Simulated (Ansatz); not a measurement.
## A computed series for Al2Cu: pressure series

Base system: Al$_{2}$Cu (space group I4/mcm, No. 140).

```
Al2Cu
1.0
   -3.00291     3.00291     2.39485
    3.00291    -3.00291     2.39485
    3.00291     3.00291    -2.39485
Al Cu
4 2
Direct
  0.65905   0.15905   0.81810
  0.84095   0.65905   0.50000
  0.15905   0.34095   0.50000
  0.34095   0.84095   0.18190
  0.25000   0.25000   0.00000
  0.75000   0.75000   0.00000
```

Cell and atoms are relaxed at each pressure.

Level of theory: r2SCAN (Ansatz, a program for electronic structure, PAW, no SOC).

Notes on the quantities. enthalpy: H = E + PV relative to the base's energy.

```
change            c/a ratio  lattice parameter a       enthalpy
----------------  ---------  -------------------  -------------
base                  0.798              6.006 Å              –
pressure −2 GPa       0.798                  ___  -0.18 eV/atom
pressure −1 GPa       0.798              6.023 Å  -0.09 eV/atom
pressure 0.3 GPa      0.797              6.001 Å  +0.03 eV/atom
pressure 0.7 GPa      0.797              5.994 Å  +0.06 eV/atom
pressure 1.5 GPa      0.797              5.981 Å  +0.13 eV/atom
pressure 3 GPa        0.797              5.958 Å  +0.27 eV/atom
pressure 5 GPa        0.797              5.929 Å  +0.44 eV/atom
pressure 7.5 GPa      0.797              5.894 Å  +0.65 eV/atom
pressure 10 GPa       0.796              5.862 Å  +0.86 eV/atom
```

Problem. Fill in the withheld entries from the trend.

Solution. 
- pressure −2 GPa, lattice parameter a: 6.041 Å

Load acts through the strain it causes; cell and atoms are relaxed under it. No phonon test of stability was made. Competing high-pressure phases were not computed. All final runs are without spin polarisation.
